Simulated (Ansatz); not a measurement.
N on the (0001) surface of wurtzite GaN (2x2 Ga adatom at T4; a constructed slab, bottom: 3 H on 4 bottom sites), one in a cell of 36 Å², energies for each. Energies are against ½ N2(g), without zero-point or thermal terms; each row is named by its start (#2, #3: further inequivalent places of a kind).

Host crystal: wurtzite GaN, with a band gap (PBE, scalar-relativistic without spin-orbit coupling).

The numbers are results of PBE (plane waves to 420 eV, PAW; Ansatz, an electronic-structure program), not measurements.

Set-up: 45 atoms, 13.9 Å thick at the start with caps and adatoms under the adsorbate (thin: gaps and levels are the slab's own); mesh 4x4x1; 0.01 eV smearing; dipole correction on; 23 atoms held, the rest relaxed; each run with such symmetry as its start has; spin-polarised, no spin-orbit, no U, no dispersion correction.

A negative adsorption energy means that the adsorbate is more stable on the surface than in its reference. Heights count from the host atoms within 0.3 Å of the top one. Moments of ungapped slabs depend on the mesh.

```tsv
starting site	E_ads (eV)	height (Å)	nearest host atom (Å)	bonded to	change of the vacuum step (eV)	lateral drift (Å)	moment (μB)
top Ga	3.62	1.83	Ga 1.83	Ga	2.37	0.0	1.0
over Ga at depth 1.7 Å	1.06	0.01	Ga 1.84	2 Ga	0.70	0.2	1.0
over Ga at depth 1.7 Å #2	1.06	0.01	Ga 1.84	2 Ga	0.70	0.2	1.0
hollow Ga-Ga-Ga (the adsorbate ended below the top plane of the host)	1.90	-0.82	Ga 2.03	3 Ga	-0.24	0.0	0.9
hollow Ga-Ga-Ga over Ga at depth 2.1 Å (the adsorbate broke or entered a bond of the host)	1.13	0.02	Ga 1.83	2 Ga	0.72	0.2	1.0
```
